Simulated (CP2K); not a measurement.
CP2K is run on Rb2WCl6 (Fm-3m, 9 atoms in the cell), and the run fails. The aim is a self-consistent single point with DFT PBEsol, GPW, DZVP-MOLOPT-SR-GTH basis, GTH-PBE potentials (GTH_POTENTIALS).

Cell that was meant: a = 7.0407 Å, b = 7.0407 Å, c = 7.0407 Å, α = 60.00°, β = 60.00°, γ = 60.00°.

Part of the input:

```
    &END COORD
    &KIND W
      BASIS_SET DZVP-MOLOPT-SR-GTH-q14
      POTENTIAL GTH-PBE-q6
    &END KIND
    &KIND Rb
      BASIS_SET DZVP-MOLOPT-SR-GTH-q9
```

The program printed (abridged):

```
 GLOBAL| Method name                                                        CP2K
 GLOBAL| Project name                                                       calc
 GLOBAL| Run type                                                   ENERGY_FORCE

 *******************************************************************************
 *   ___                                                                       *
 *  /   \                                                                      *
 * [ABORT]                                                                     *
 *  \___/    Basis-set and pseudo-potential of atomic kind 'W' were optimized  *
 *    |                   for different valence electron numbers.              *
 *  O/|                                                                        *
 * /| |                                                                        *
 * / \                                                    qs_kind_types.F:2782 *
 *******************************************************************************

 ===== Routine Calling Stack =====

            3 read_qs_kind
            2 create_qs_kind_set
            1 CP2K
Abort(1) on node 0 (rank 0 in comm 0): application called MPI_Abort(MPI_COMM_WORLD, 1) - process 0
```

Problem. From the messages shown, name the fault and mend the input.

Solution. The fault is a basis and a potential made for different valence counts; here the program stops on it instead of giving results. To fix it, match the valence of basis and potential. The program stopped before any SCF iteration.

An input that runs soundly differs in these lines (not the only fix; some lines may just follow from the change or write a value another way):
```diff
-      POTENTIAL GTH-PBE-q6
+      POTENTIAL GTH-PBE-q14
```

With that input, the run converged in 20 iterations: free energy E − TS -5612.7558 eV; Fermi level (on the code's own zero) 4.07 eV; pressure -0.38 GPa; largest force (vector length) 0.027 eV/Å (DFT PBEsol, GPW, DZVP-MOLOPT-SR-GTH basis, GTH-PBE potentials (GTH_POTENTIALS)).

On the sound input: the starting cell comes from a database of published, mostly measured structures (it also holds non-ambient and calculated ones), without a prior relaxation at this level. Spin polarisation is off. Values carry the incompleteness of an atom-centred basis. The potentials were made for another functional than the one used.
